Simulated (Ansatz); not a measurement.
Take Ir in the fcc (Cu type) structure (space group Fm-3m, No. 225; a = 3.871 Å) as the base.

Calculations: Kohn–Sham DFT with the PBE functional, run in Ansatz (a first-principles code) with PAW and 420 eV plane waves, spin-orbit coupling left out.

For the base:

The lattice parameter a is 3.871 Å.

The change: full substitution Ir → Rh, then cell and atoms are relaxed.

Tabulated Pauling electronegativity and covalent radius: Ir 2.20, 1.41 Å; Rh 2.28, 1.42 Å.

Q: What happens to the lattice parameter a?

A: The lattice parameter a drops by 0.041 Å, from 3.871 Å to 3.830 Å.

Whether these cells are dynamically stable was not tested. The final runs are not spin-polarised.
